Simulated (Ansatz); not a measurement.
Reference: C (P6_3/mmc), PBE, rigid bands (plane waves, PAW, scalar-relativistic; Ansatz, an electronic-structure program); axes and stresses refer to this cell.

```
C
1.0
    2.49882     0.00000     0.00000
   -1.24941     2.16404     0.00000
    0.00000     0.00000     4.16086
C
4
Direct
  0.33333   0.66667   0.00030
  0.66667   0.33333   0.50030
  0.33333   0.66667   0.37470
  0.66667   0.33333   0.87470
```

The Seebeck coefficient, n-type 1e19 cm⁻³ is -240 μV/K and the electron mass along x comes out as 0.48 mₑ. The band gap comes out as 3.29 eV.

Change: hydrostatic pressure of -11 GPa (compression positive). What happens to Seebeck coefficient, n-type 1e19 cm⁻³, electron mass along x, band gap?

Seebeck coefficient, n-type 1e19 cm⁻³ moves little, to -242 μV/K; electron mass along x moves little, to 0.48 mₑ; band gap grows to 3.40 eV.

Change: hydrostatic pressure of -33 GPa (compression positive). What happens to Seebeck coefficient, n-type 1e19 cm⁻³, electron mass along x, band gap?

Seebeck coefficient, n-type 1e19 cm⁻³ moves little, to -246 μV/K; electron mass along x increases to 0.50 mₑ; band gap increases to 3.63 eV.

Change: hydrostatic pressure of 66 GPa (compression positive). What happens to Seebeck coefficient, n-type 1e19 cm⁻³, electron mass along x, band gap?

Seebeck coefficient, n-type 1e19 cm⁻³ moves little, to -233 μV/K; electron mass along x decreases to 0.44 mₑ; band gap decreases to 2.76 eV.

Masses are for dilute carriers at 300 K, harmonic means over directions unless an axis is named. Seebeck coefficients are for the stated density at 300 K, with one relaxation time for all states and whether or not that doping can be reached. Spin-orbit coupling is left out unless a row names it. Stresses and pressures are the targets of the relaxation.  The structure type is held under load, also where the real crystal would transform.
